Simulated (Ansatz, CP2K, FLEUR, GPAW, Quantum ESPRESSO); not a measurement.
**TiSi2 (Fddd, 6 atoms in the cell) computed with different codes at matched settings**

Self-consistent single point, at a second geometry (lattice scaled by 0.98). First geometry:

```
TiSi2
1.0
    0.00000     4.20810     4.35668
    2.44208     0.00000     4.35668
    2.44208     4.20810     0.00000
Ti Si
2 4
Direct
  0.50000   0.50000   0.50000
  0.75000   0.75000   0.75000
  0.83743   0.16257   0.83743
  0.16257   0.83743   0.16257
  0.41257   0.08743   0.41257
  0.08743   0.41257   0.08743
```

Shared settings, as Ansatz (a program for electronic structure) writes them: kpoints.mp_grid.grid = 7 7 7; scf.occupations.method = gaussian; scf.occupations.width = 0.05 eV. Potentials and cutoffs stand in the table.

```
code                                                                                model  ΔF from the first geometry (meV/atom)  pressure (GPa)  largest force (eV/Å)           cutoff
----------------  -----------------------------------------------------------------------  -------------------------------------  --------------  --------------------  ---------------
FLEUR                        PBE, all-electron FLAPW (FLEUR), scalar-relativistic valence                                      –               –                 0.019  Kmax 4.4 1/bohr
Ansatz                                                                     PBE, PAW files                                  -15.7            1.31                 0.019          default
Quantum ESPRESSO                        PBE, SSSP 1.1.2 efficiency (PBE) pseudopotentials                                  -15.4            1.37                 0.018            50 Ry
CP2K              PBE, GPW, DZVP-MOLOPT-SR-GTH basis, GTH-PBE potentials (GTH_POTENTIALS)                                  -12.6            1.92                 0.022      grid 600 Ry
GPAW                                         PBE, GPAW PAW datasets PBE (gpaw-data 1.0.1)                                  -12.0            1.93                 0.017           800 eV
```

A dash marks a value that a program does not give, or that is left out as unsure.

On Ansatz's run: spin polarisation is off.

The spread over the programs that give each value: ΔF from the first geometry within 3.7 meV/atom; pressure within 0.62 GPa; largest force within 0.005 eV/Å.

CP2K uses small atom-centred bases, whose incompleteness enters pressures, forces and empty levels differently from a plane-wave cutoff. FLEUR treats all electrons, but the usual bases taken here (sphere radii, linearisation, local orbitals, empty states) were not tested for convergence, so the values are no reference for the others. Ansatz's pressure is given at a fixed set of plane waves, as the other plane-wave codes print theirs; with its correction for the finite basis it is 1.34 GPa.

The starting cell comes from a database of computed structures (which also holds hypothetical and non-ambient phases and stackings), without a prior relaxation at this level. Its lattice was rescaled by a random factor within 2.5 % of one. For this run, on top of that: lattice scaled by 0.98.

Keys are those of Ansatz 0.2.
